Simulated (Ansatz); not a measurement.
Take BeTe in the zinc blende structure (space group F-43m, No. 216; a = 5.664 Å) as the base.

Level of theory: PBE (Ansatz, a quantum-chemistry and plane-wave program), no SOC.

Perturbation: every Te is replaced by Se, then cell and atoms are relaxed.

Measured band gap: BeTe 2.8 eV (temperature not stated; as listed in Das, Protik, Mohammadi, Mohammad, Bazhirov, Timur, arXiv (2018)); BeSe 4 eV (temperature not stated; as listed in Das, Protik, Mohammadi, Mohammad, Bazhirov, Timur, arXiv (2018)).

Measured lattice parameter a: BeTe 5.626 Å (temperature not stated; as listed in Fabio Bernardini, Maria Peressi, Vincenzo Fiorentini, Phys. Rev. B (2000)); BeSe 5.139 Å (temperature not stated; as listed in Fabio Bernardini, Maria Peressi, Vincenzo Fiorentini, Phys. Rev. B (2000)).

**Question.** How well does PBE reproduce the measured shift?

**Answer.** With PBE the band gap moves by +0.65 eV (2.03 → 2.67) against +1.20 eV measured; the lattice parameter a moves by -0.486 Å (5.664 → 5.178) against -0.487 Å measured.

With Te present, leaving out spin-orbit coupling can change the band edges. Stability against distortions was not tested.
